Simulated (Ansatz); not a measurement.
The starting structures come from a database of crystals and need not be the phases stable at ambient conditions.

Tunnelling through a barrier is set by its complex band structure: the current falls as exp(−2κd) with the smallest κ.

Here is the system:

```xyz
10
Lattice="5.6328 0.0000 0.0000 0.0000 5.6328 0.0000 2.8164 -2.8164 4.0011" Properties=species:S:1:pos:R:3 pbc="T T T"
Sr     2.8164     0.0000     2.0005
Sr     5.6328     2.8164     2.0005
Ti     0.0000     0.0000     0.0000
Ti     2.8164     2.8164     0.0000
O      1.2901     1.5263     0.0000
O      4.3426     4.1065     0.0000
O      6.9229    -1.5263     4.0011
O      1.5263     4.3426     0.0000
O      2.8164     2.8164     2.0005
O      5.6328     0.0000     2.0005
```

Space group of this cell: I4/mcm. The cell is strained (all lengths scaled by 1.02); by r2SCAN its mean pressure is -10.5 GPa.

Transport runs along the normal of the first two printed cell vectors, the (001) plane of the conventional cell.

No gap correction and no spin-orbit coupling; mid-gap values are interpolated between computed energies.

### Question
Give the band gap and the smallest decay constant κ at mid-gap that r2SCAN (Ansatz, an electronic-structure program) yields.

### Answer
Gap 2.18 eV on a 8×8×8 mesh; κ = 0.256 1/Å, at the zone centre.
